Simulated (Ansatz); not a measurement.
## Evanescent states of C (Fd-3m, diamond, 2 atoms a cell, 5.6 Å³ an atom) along the normal of (110)

Method: r2SCAN (plane waves, PAW; Ansatz, a program for electronic structure).

The gap is the functional's own, uncorrected, and κ follows it; spin-orbit coupling is left out. Mid-gap means the computed energy nearest the middle.

Energies count from the valence-band top; κ is the least over a 12×8 mesh across the current.

```csv
E (eV),κ (1/Å),where
0.10,0.072,Γ
0.32,0.122,Γ
0.53,0.155,Γ
0.73,0.180,Γ
0.94,0.200,Γ
1.16,(withheld),Γ
1.36,(withheld),Γ
1.57,(withheld),Γ
1.78,(withheld),Γ
2.00,(withheld),Γ
2.21,(withheld),Γ
2.42,(withheld),Γ
2.62,(withheld),Γ
2.83,(withheld),Γ
3.04,(withheld),off Γ
3.25,(withheld),off Γ
3.46,0.227,off Γ
3.67,0.204,off Γ
3.88,0.174,off Γ
4.09,0.134,off Γ
4.30,0.066,off Γ
```

Question: Some entries are withheld; supply them.

Answer: 
- 1.16, κ (1/Å): 0.216
- 1.36, κ (1/Å): 0.230
- 1.57, κ (1/Å): 0.242
- 1.78, κ (1/Å): 0.252
- 2.00, κ (1/Å): 0.259
- 2.21, κ (1/Å): 0.266
- 2.42, κ (1/Å): 0.271
- 2.62, κ (1/Å): 0.274
- 2.83, κ (1/Å): 0.276
- 3.04, κ (1/Å): 0.264
- 3.25, κ (1/Å): 0.247
